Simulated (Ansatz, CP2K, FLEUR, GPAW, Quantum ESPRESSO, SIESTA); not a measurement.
Code comparison for CuTe (Pmmn, 4 atoms in the cell)

Self-consistent single point.

```xyz
4
Lattice="3.1974 0.0000 0.0000 0.0000 3.9458 0.0000 0.0000 0.0000 7.2194" Properties=species:S:1:pos:R:3 pbc="T T T"
Cu     0.0000     1.9729     3.3541
Cu     1.5987     0.0000     3.8654
Te     0.0000     0.0000     1.7199
Te     1.5987     1.9729     5.4995
```

Shared settings, as Ansatz (a first-principles code) writes them: kpoints.mp_grid.grid = 7 6 3; scf.occupations.method = gaussian; scf.occupations.width = 0.136 eV. Potentials and cutoffs stand in the table.

```json
[
 {"code": "FLEUR", "model": "PBEsol, all-electron FLAPW (FLEUR), scalar-relativistic valence", "pressure (GPa)": "–", "largest force (eV/Å)": "0.161", "cutoff": "Kmax 3.5 1/bohr"},
 {"code": "CP2K", "model": "PBEsol, GPW, DZVP-MOLOPT-SR-GTH basis, GTH-PBE potentials (GTH_POTENTIALS)", "pressure (GPa)": "3.64", "largest force (eV/Å)": "0.690", "cutoff": "grid 600 Ry"},
 {"code": "GPAW", "model": "PBEsol, GPAW PAW datasets PBEsol (made by gpaw-setup)", "pressure (GPa)": "0.53", "largest force (eV/Å)": "0.228", "cutoff": "850 eV"},
 {"code": "SIESTA", "model": "GGA PBEsol, numerical atomic orbitals DZP, PseudoDojo PBEsol standard norm-conserving potentials (rewritten from UPF to PSML)", "pressure (GPa)": "2.14", "largest force (eV/Å)": "0.829", "cutoff": "grid 350 Ry"},
 {"code": "Quantum ESPRESSO", "model": "PBEsol, PSlibrary ultrasoft (PBE) pseudopotentials", "pressure (GPa)": "0.66", "largest force (eV/Å)": "0.273", "cutoff": "50 Ry"},
 {"code": "Ansatz", "model": "PBEsol, PAW files made with PBE", "pressure (GPa)": "0.47", "largest force (eV/Å)": "0.194", "cutoff": "default"}
]
```

Size of the force on each atom (eV/Å): Sizes of forces hide their directions.

| code | Cu1 | Cu2 | Te3 | Te4 |
|---|---|---|---|---|
| FLEUR | 0.044 | 0.044 | 0.161 | 0.161 |
| CP2K | 0.097 | 0.097 | 0.690 | 0.690 |
| GPAW | 0.001 | 0.001 | 0.228 | 0.228 |
| SIESTA | 0.122 | 0.122 | 0.829 | 0.829 |
| Quantum ESPRESSO | 0.020 | 0.020 | 0.273 | 0.273 |
| Ansatz | 0.022 | 0.022 | 0.194 | 0.194 |

A dash marks a value that a program does not give, or that is left out as unsure.

No clean gap comes from CP2K, GPAW, SIESTA, Quantum ESPRESSO and Ansatz: levels at the Fermi energy touch, overlap or are partly filled at this smearing.

On Ansatz's run: spin-orbit coupling is off. Spin polarisation is off.

The spread over the programs that give each value: pressure within 3.17 GPa; largest force within 0.668 eV/Å.

CP2K and SIESTA use small atom-centred bases, whose incompleteness enters pressures, forces and empty levels differently from a plane-wave cutoff. FLEUR treats all electrons, but the usual bases taken here (sphere radii, linearisation, local orbitals, empty states) were not tested for convergence, so the values are no reference for the others. Ansatz's pressure is given at a fixed set of plane waves, as the other plane-wave codes print theirs; with its correction for the finite basis it is 0.53 GPa. In the pressure, CP2K (by 3.12) and SIESTA (by 1.61) lie more than 1 GPa from the median of the plane-wave programs. In the force vectors, CP2K (by 0.462) and SIESTA (by 0.601) lie more than 0.08 eV/Å from the median of the plane-wave programs.

The starting cell comes from a database of computed structures (which also holds hypothetical and non-ambient phases and stackings), without a prior relaxation at this level. Its lattice was rescaled by a random factor within 2.5 % of one.

Keys are those of Ansatz 0.2.
